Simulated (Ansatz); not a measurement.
Seebeck coefficient (μV/K, mean over directions) of n-type ZnS (F-43m) against carrier density, PBEsol, rigid bands run with Ansatz (an electronic-structure program). Computed gap 2.08 eV; densities at which minority carriers matter at this gap, or further valleys turn the trend, are left out. Conductivity mass 0.179 mₑ (harmonic mean over directions), N_c = 1.8e18 cm⁻³ at 300 K.

| electron density | 300 K | 500 K |
|---|---|---|
| 1e16 cm⁻³ | (withheld) | (withheld) |
| 1e17 cm⁻³ | -464 | -532 |
| 1e18 cm⁻³ | -269 | -336 |
| 3e18 cm⁻³ | -183 | -245 |
| 1e19 cm⁻³ | -104 | -155 |
| 3e19 cm⁻³ | -56 | -90 |
| 1e20 cm⁻³ | (withheld) | -46 |
| 3e20 cm⁻³ | -16 | -26 |

Problem. Some entries are withheld; supply them.

Solution. 
- 1e16 cm⁻³, 300 K: -662
- 1e16 cm⁻³, 500 K: -730
- 1e20 cm⁻³, 300 K: -28

Rigid bands with a gap fixed in temperature, one relaxation time for all states, no polarons or phonon drag, and whether or not such doping can be reached. Spin-orbit coupling is left out.
